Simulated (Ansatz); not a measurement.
Base system: Se (space group P3_121, No. 152; a = 4.5066 Å, c = 4.9888 Å; made of chains). Axes: x lies along a and z along c of the hexagonal cell.

Level of theory: r2SCAN in Ansatz (plane waves to 500 eV, PAW, without spin-orbit coupling), earlier PAW set.

Before the change:

The band gap is 1.33 eV. The pressure is 0.00 GPa and the smallest direct gap comes out as 1.55 eV.

Modification: the cell is stretched by 1.20 % along y with no lateral relaxation; the atoms relax in the strained cell.

### Question
Predict the new band gap, pressure and smallest direct gap.

### Answer
The band gap goes up by 0.02 eV, from 1.33 eV to 1.35 eV; the pressure (mean of the normal stresses, compression positive) goes from zero to -0.11 GPa; the smallest direct gap increases by 0.03 eV to 1.58 eV.

Whether these cells are dynamically stable was not tested. No dispersion term is included, though the crystal is made of layers, chains or molecules, so its spacings can come out too wide.

Ansatz is a first-principles code.
